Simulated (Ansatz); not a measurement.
Start from KCl in the rock salt structure (space group Fm-3m, No. 225).

```yaml
crystal:
  lattice:
    - [0.00000, 3.12185, 3.12185]
    - [3.12185, 0.00000, 3.12185]
    - [3.12185, 3.12185, 0.00000]
  atoms:
    - { symbol: Cl, position: [0.00000, 0.00000, 0.00000] }
    - { symbol: K, position: [0.50000, 0.50000, 0.50000] }
```

Cartesian axes are those of the cell as printed.

Method: PBEsol (Ansatz, a program for electronic structure, PAW, scalar-relativistic without spin-orbit coupling).

Free-standing slabs (2 atom(s) a layer) normal to the z axis with 15 Å of vacuum; in-plane cell held at bulk.

One change was made to it. Results:

| quantity | base | after |
|---|---|---|
| band gap | 5.10 eV | 4.81 eV |
| gap character | – | indirect, M → Γ |

Question: Which change produced these results?
(A) 4 layers
(B) 7 layers
(C) 1 layer

Answer: C, 1 layer. For comparison, the band gap in the other runs: 4 layers gives 5.02 eV; 7 layers gives 5.04 eV.

Stability against distortions was not tested. k-point labels follow each cell's own Brillouin zone.
